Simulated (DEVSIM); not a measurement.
abrupt GaAs p-n junction

Structure: abrupt GaAs p-n junction, at 300 K.

```
layer (left to right)  material  thickness (μm)  Nd (cm⁻³)  Na (cm⁻³)  τn (s)  τp (s)
---------------------  --------  --------------  ---------  ---------  ------  ------
1                          GaAs           0.110          -     9.9e15  8.9e-8  8.9e-8
2                          GaAs            33.0     1.8e17          -  8.9e-8  8.9e-8
```

Left contact: ohmic. Right contact: ohmic. Voltage is applied to the left contact. Recombination: SRH at mid-gap, radiative, Auger. Mobility is μmin + (μ − μmin)/(1 + (N/Nref)^α).

Constants are typed, rounded textbook-type inputs, not results; the design itself was drawn at random and stands for no fabricated device. Values at 300 K.

```
parameter        GaAs
-------------  ------
gap (eV)        1.424
affinity (eV)    4.07
permittivity     12.9
Nc (cm⁻³)      4.7e17
Nv (cm⁻³)        9e18
μn (cm²/Vs)      8500
μp (cm²/Vs)       400
μn,min            500
μp,min             20
Nref,n           6e16
Nref,p         1.5e17
αn               0.39
αp               0.38
B (cm³/s)       2e-10
Cn (cm⁶/s)      1e-30
Cp (cm⁶/s)      1e-30
```

DEVSIM, 1D drift-diffusion, Boltzmann statistics, complete ionisation; no tunnelling, impact ionisation, image-force lowering or self-heating.

```
Item                                                Value
---------------------------------------------  ----------
Potential step across the device at zero bias     1.223 V
Largest field in the device at zero bias       99000 V/cm
Dark forward voltage at 1 A/cm²                   0.829 V
Dark forward voltage at 100 A/cm²                 0.965 V
```

Dark reverse current:

| V (V) | J (A/cm²) |
|---|---|
| -0.04 | -1.4e-12 |
| -0.10 | -2.8e-12 |
| -0.20 | -4.5e-12 |
| -0.30 | -6.1e-12 |
| -0.40 | -7.5e-12 |
| -0.60 | -9.9e-12 |
| -0.80 | -1.2e-11 |
| -1.00 | -1.4e-11 |
| -1.30 | -1.6e-11 |
| -1.60 | -1.8e-11 |
| -2.00 | -2.0e-11 |

Dark forward current:

```json
[
 {"V (V)": "0.05", "J (A/cm²)": "3.6e-12"},
 {"V (V)": "0.10", "J (A/cm²)": "1.4e-11"},
 {"V (V)": "0.15", "J (A/cm²)": "4.7e-11"},
 {"V (V)": "0.20", "J (A/cm²)": "1.8e-10"},
 {"V (V)": "0.25", "J (A/cm²)": "7.8e-10"},
 {"V (V)": "0.30", "J (A/cm²)": "4.1e-9"},
 {"V (V)": "0.35", "J (A/cm²)": "2.4e-8"},
 {"V (V)": "0.40", "J (A/cm²)": "1.5e-7"},
 {"V (V)": "0.45", "J (A/cm²)": "9.4e-7"},
 {"V (V)": "0.50", "J (A/cm²)": "6.0e-6"},
 {"V (V)": "0.55", "J (A/cm²)": "3.8e-5"},
 {"V (V)": "0.60", "J (A/cm²)": "0.00024"},
 {"V (V)": "0.65", "J (A/cm²)": "0.0015"},
 {"V (V)": "0.70", "J (A/cm²)": "0.0096"},
 {"V (V)": "0.75", "J (A/cm²)": "0.059"},
 {"V (V)": "0.80", "J (A/cm²)": "0.36"},
 {"V (V)": "0.85", "J (A/cm²)": "2.1"},
 {"V (V)": "0.90", "J (A/cm²)": "12"},
 {"V (V)": "0.95", "J (A/cm²)": "65"},
 {"V (V)": "1.00", "J (A/cm²)": "280"},
 {"V (V)": "1.05", "J (A/cm²)": "810"},
 {"V (V)": "1.10", "J (A/cm²)": "1700"},
 {"V (V)": "1.15", "J (A/cm²)": "2800"}
]
```
